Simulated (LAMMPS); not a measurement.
Pressure dependence of CdTe (zinc blende) at 1760 K, from the melt.

Model: classical MD, pair style sw, file CdTe.sw, run in LAMMPS.

```json
[
 {"P (GPa)": "0", "state": "liquid", "volume": "39.82 ± 0.02 Å³/atom", "coordination number of Cd by Te": "3.71 (counted to 4.02 Å)", "self-diffusion coefficient of Cd (not corrected for cell size)": "(1.31 ± 0.02) × 10^-4 cm²/s"},
 {"P (GPa)": "2", "state": "liquid", "volume": "34.856 ± 0.008 Å³/atom", "coordination number of Cd by Te": "4.72 (counted to 4.18 Å)", "self-diffusion coefficient of Cd (not corrected for cell size)": "(1.081 ± 0.009) × 10^-4 cm²/s"},
 {"P (GPa)": "5", "state": "liquid", "volume": "32.335 ± 0.006 Å³/atom", "coordination number of Cd by Te": "-", "self-diffusion coefficient of Cd (not corrected for cell size)": "(8.5 ± 0.3) × 10^-5 cm²/s"}
]
```

Caution: the real compound melts congruently only under the pressure of its own vapour and loses its more volatile element when open.

Caution (rows 2; 5): a run this short can hold a crystal over, or a liquid under, the potential's own melting point, which these runs don't give.

States go by the mean squared displacement: a species diffuses where it passes 1.5 Å², still rises and gives D over 1e-6 cm²/s; a crystal has left its structure where atoms lie 0.35 Å off their sites on average or a cubic box changes its shape by 3 %, or the axial ratios of another lie 8 % off the starting cell's, which the potential's own relaxation can also do.

Errors of D are the spread over four groups of atoms in one short run; a floor of about 5 %, a picked value, is safer.

The ± values are statistical; the model's systematic error is not in them.
